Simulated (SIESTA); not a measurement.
# Several settings converged on CoSn (P6mm, 6 atoms in the cell)

```xyz
6
Lattice="5.2198 0.0000 0.0000 -2.6099 4.5205 0.0000 0.0000 0.0000 4.1667" Properties=species:S:1:pos:R:3 pbc="T T T"
Co    -1.3050     2.2602     0.0000
Co     2.6099     0.0000     0.0000
Co     1.3050     2.2602     0.0000
Sn     2.6099     1.5068     2.0833
Sn     0.0000     3.0137     2.0833
Sn     0.0000     0.0000     0.0500
```

Base method: LDA PW92, numerical atomic orbitals DZP, PseudoDojo LDA standard norm-conserving potentials (rewritten from UPF to PSML) run with SIESTA 5.4.2.

Base settings: XC.functional = LDA; XC.authors = PW92; potentials = PseudoDojo LDA standard; PAO.BasisSize = DZP; PAO.EnergyShift = 0.01 Ry; MeshCutoff = 300 Ry; kgrid.MonkhorstPack = 3 3 3; OccupationFunction = MP; OccupationMPOrder = 0; ElectronicTemperature = 100 meV.

Core times come from one kind of shared machine, to one figure; runs under 30 s give none.

**The setting basis size**

Level: DFT, LDA PW92, numerical atomic orbitals TZDP, PseudoDojo LDA standard norm-conserving potentials (rewritten from UPF to PSML).

Moved along: PAO.BasisSize.

The second cell is the first with its lattice scaled by 0.98.

The mesh stays at the base's, so the ladder's end is converged at best in this setting alone.

The sets are ordered by size and need not be nested.

Only quantities that move along the ladder and can be compared are tabulated.

| basis (functions) | energy of the compressed cell less the first (meV/atom) | pressure (GPa) | largest difference of a force vector from the last step's (eV/Å) |
|---|---|---|---|
| SZ (57) | 49.37 | 2.91 | 0.083 |
| SZP (81) | 41.69 | 1.80 | 0.031 |
| DZ (87) | -6.55 | -5.75 | 0.034 |
| DZP (111) | 11.42 | -2.73 | 0.019 |
| TZP (141) | 9.69 | -3.04 | 0.012 |
| TZDP (165) | -5.39 | -5.22 | 0.000 |

Coarsest basis (functions) that holds the energy of the compressed cell less the first within 2 meV/atom: not settled: the last two steps still differ by 15 meV/atom, over half the tolerance, so the ladder does not show it.

Coarsest basis (functions) that holds the forces within 0.01 eV/Å: not settled: the last two steps still differ by 0.012 eV/Å, over half the tolerance, so the ladder does not show it.

Coarsest basis (functions) that holds the pressure within 1 GPa: not settled: the last two steps still differ by 2.2 GPa, over half the tolerance, so the ladder does not show it.

**The relaxed cell against the cutoff**

On CoSn (P6/mmm, 6 atoms in the cell): atoms on their sites.

In this ladder: MD.TypeOfRun = Broyden; MD.Steps = 40; MD.MaxForceTol = 0.02 eV/Ang; MD.VariableCell = true; MD.MaxStressTol = 0.05 GPa.

The mesh stays at the base's, so the ladder's end is converged at best in this setting alone.

Only quantities that move along the ladder and can be compared are tabulated.

| MeshCutoff | relaxed volume (Å³/atom) | relaxation steps | core time / last (rough) |
|---|---|---|---|
| 150 Ry (164 Ry used) | 16.106 | 8 | 0.2 |
| 180 Ry (208 Ry used) | 16.094 | 6 | 0.2 |
| 210 Ry (220 Ry used) | 16.106 | 6 | 0.2 |
| 255 Ry (256 Ry used) | 16.075 | 8 | 0.7 |
| 300 Ry (317 Ry used) | 16.065 | 9 | 0.5 |
| 360 Ry (369 Ry used) | 16.086 | 6 | 0.5 |
| 450 Ry (467 Ry used) | 16.087 | 5 | 0.6 |
| 600 Ry (655 Ry used) | 16.085 | 7 | 1 |

Coarsest MeshCutoff that holds the relaxed volume within 0.016 Å³/atom of the last step, with all finer ones: 360 Ry (369 Ry used); the step before is off by 0.019 Å³/atom.

On the base run: the starting cell comes from a database of computed structures (which also holds hypothetical and non-ambient phases and stackings), without a prior relaxation at this level. Its lattice was rescaled by up to half a per cent. One atom was moved a little off its site on purpose. Spin polarisation is off. Values carry the incompleteness of an atom-centred basis. Without a gap this mesh is coarse (it stands for a supercell whose shortest vector is 12 Å).
